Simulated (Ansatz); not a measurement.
Subject: the energy of the reaction as written. Reaction: 1/2 cell B + 1/2 O2 (gas) → cell A. The sign is products less reactants.

Cell A: a slab of Al (fcc, Fm-3m) cut along (111), 9 atoms, hexagonal cell of 2.86 Å (7.1 Å²), symmetry P-3m1 within 0.02 Å, 15.4 Å thick under 16 Å of vacuum, in-plane vectors held at the crystal's; planes from bottom to top: O | Al × 7 | O; added, foreign or displaced atoms, above the top plane and below the bottom plane: two times O bound to 3 Al at 1.80 Å; spin state with PBE: run without spin, k-point mesh 18×18×1.
```
CELL_PARAMETERS angstrom
      2.85711     0.00000     0.00000
      1.42856     2.47433     0.00000
      0.00000     0.00000    31.48580
ATOMIC_POSITIONS crystal
  Al 0.00000 0.00000 0.27775
  Al 0.33333 0.33333 0.35316
  Al 0.66667 0.66667 0.42588
  Al 0.00000 0.00000 0.50000
  Al 0.33333 0.33333 0.57412
  Al 0.66667 0.66667 0.64684
  Al 0.00000 0.00000 0.72225
  O  0.33333 0.33333 0.74530
  O  0.66667 0.66667 0.25470
```

Cell B: a slab of Al (fcc, Fm-3m) cut along (111), 16 atoms, oblique cell of 5.71 × 2.86 Å (14.1 Å²), symmetry P2/m within 0.02 Å, 15.5 Å thick under 16 Å of vacuum, in-plane vectors held at the crystal's; planes from bottom to top: O | Al2 × 7 | O; added, foreign or displaced atoms, above the top plane and below the bottom plane: two times O bound to 3 Al at 1.84–1.85 Å; spin state with PBE: run without spin, k-point mesh 9×18×1.
```xyz
16
Lattice="5.7142 0.0000 0.0000 1.4286 2.4743 0.0000 0.0000 0.0000 31.4858" Properties=species:S:1:pos:R:3 pbc="T T T"
Al     0.1422    -0.0821     8.6193
Al     1.4003     0.8411    11.0983
Al     5.7205     1.6459    13.4137
Al     0.0000     0.0000    15.7429
Al     1.4223     0.8284    18.0721
Al     5.7425     1.6332    20.3875
Al    -0.1422     0.0821    22.8665
Al     2.8809    -0.0137     8.8384
Al     4.2754     0.8307    11.1081
Al     2.8636     1.6458    13.4009
Al     2.8571     0.0000    15.7429
Al     4.2792     0.8285    18.0849
Al     2.8673     1.6437    20.3777
Al     2.8334     0.0137    22.6474
O      1.4126     0.8340    23.5098
O      5.7301     1.6404     7.9760
```

Reference: an isolated O2 molecule (triplet) in a box of 11 × 11 × 13 Å.

All numbers come from Ansatz (a program for electronic structure), plane waves with PAW, its PAW set soft_1, cutoff 420 eV, 500 eV for r2SCAN. The structures are at rest with PBE, within the held lattices; other levels are single points on them. Neutral cells; Fermi-Dirac smearing of at most 0.10 eV in the solids, energies taken to zero width. The lattices are those relaxed with PBE, so at other levels the solids can be strained, which adds to the spread. A dispersion term (D3(BJ), or D4 for r2SCAN) was computed beside these levels and is taken off wherever the name lacks it. Space groups of crystals are read within 0.01 Å. Nuclei at rest; no vibrational terms. Cells are local rest points, mostly with their start's symmetry. Values are for these cell sizes. Cell A has symmetry P-3m1 within 0.02 Å and got no random move, so less symmetric positions, which may lie lower, weren't tried. Cell B has symmetry P2/m within 0.02 Å and got no random move, so less symmetric positions, which may lie lower, weren't tried.

### Question
Give the value at the level PBE.

### Answer
-4.94 eV, for 1/2 cell B + 1/2 O2 (gas) → cell A.

### Question
List the value at the remaining levels and say how far they part.

### Answer
| Method | value (eV) | less PBE |
|---|---|---|
| r2SCAN | -5.46 | -0.52 |

The levels shown span 0.52 eV, from r2SCAN (-5.46) to PBE (-4.94).
